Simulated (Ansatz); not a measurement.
Fluorite PbF₂ (high-temperature phase), treated with revPBE in Ansatz (plane waves, PAW).

Numerical settings: plane-wave cutoff 520 eV, 10×10×10 k mesh, Fermi–Dirac smearing 0.01 eV, scalar-relativistic PAW data made under PBE.

Energies at three volumes about the minimum:

```csv
V (Å³/atom),E − E_lowest (meV/atom)
18.296,1.44
18.669,0.00
19.042,1.30
```

Problem. Fit a parabola by hand: where is the minimum, what lattice constant follows, and what is the bulk modulus?

Solution. Slopes: (0.00 − 1.44)/(18.669 − 18.296) = -3.861 and (1.30 − 0.00)/(19.042 − 18.669) = 3.485 meV/Å³. Curvature E″ = 2 × (3.485 − (-3.861))/(19.042 − 18.296) = 19.694 meV/Å⁶. From the middle of the first interval, the slope vanishes at V0 = 18.4825 − (-3.861)/19.694 = 18.679 Å³/atom. B = V0 E″ = 18.679 × 19.694 meV/Å³ × 0.1602 GPa per meV/Å³ = 58.9 GPa. With 12 atoms in the cube, a = (12 × 18.679)^(1/3) = 6.075 Å. The full Birch–Murnaghan fit to all volumes gives V0 = 18.671 Å³/atom and B0 = 58.8 GPa.

Measured, for comparison: bulk modulus 64 GPa, lattice constant a 5.94 Å (temperature not stated, no zero-point or thermal correction; as tabulated in Cadelano and Cappellini (2011), arXiv:1107.5962). Computed (rounded) less measured: bulk modulus -8 %.

Ansatz is a program for electronic structure.
